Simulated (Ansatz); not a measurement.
Input:

```xyz
2
Lattice="0.0000 2.2860 2.2080 2.2860 0.0000 2.2080 2.2860 2.2860 0.0000" Properties=species:S:1:pos:R:3 pbc="T T T"
Ga     0.0000     0.0000     0.0000
N      1.1430     1.1430     1.1040
```

The numbers are results of r2SCAN with spin-orbit coupling, rigid bands (plane waves, PAW; Ansatz, an electronic-structure program), not measurements. Condition of this run: biaxial stress in (001) of -4 GPa (compression positive) (the target of the relaxation). Cell: cell and atoms relaxed with PBEsol, then loaded as said.

**Question.** What conductivity effective mass do dilute electrons have at 300 K?

**Answer.** 0.178 (x), 0.178 (y), 0.171 (z) mₑ.

**Question.** Predict the hole conductivity mass (n e² τ/σ) at 300 K, by direction if it differs.

**Answer.** 0.94 (x), 0.94 (y), 0.54 (z) mₑ.

**Question.** And the band gap?

**Answer.** 1.97 eV at this level; semilocal functionals usually fall short of the measured gap.

Rigid bands, one relaxation time for all states, no polarons. Geometry: cell and atoms relaxed with PBEsol.
